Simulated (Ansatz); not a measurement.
```yaml
crystal:
  lattice:
    - [0.00000, 2.83289, 2.83289]
    - [2.83289, 0.00000, 2.83289]
    - [2.83289, 2.83289, 0.00000]
  atoms:
    - { symbol: Zn, position: [0.00000, 0.00000, 0.00000] }
    - { symbol: Se, position: [0.75000, 0.75000, 0.75000] }
```

Levels: band masses from r2SCAN with spin-orbit coupling, rigid bands in Ansatz (an electronic-structure program); dielectric response from Ansatz with LDA.

Task: How strongly do carriers couple to polar optical modes here, and what mobility does that allow at 300 K?

Result: electrons: mass 0.133 mₑ, α = 0.26, about 1250 cm²/(V·s) by the iterated Boltzmann equation for weak coupling; holes: mass 0.68 mₑ, α = 0.59, about 107 cm²/(V·s) by the iterated Boltzmann equation for weak coupling (ε∞ 7.5, static ε 10.1, LO 31 meV).

Model: isotropic Fröhlich coupling of one parabolic band to one effective longitudinal optical (LO) phonon, from the dielectric constants and phonon modes at the zone centre, chosen so that α equals the sum over the polar modes. Acoustic, nonpolar, intervalley and impurity scattering are left out, and they lower the mobility further; with several valleys or bands the averaged mass is a rough stand-in. Semilocal functionals tend to overestimate ε∞, which makes α low and the mobility high.
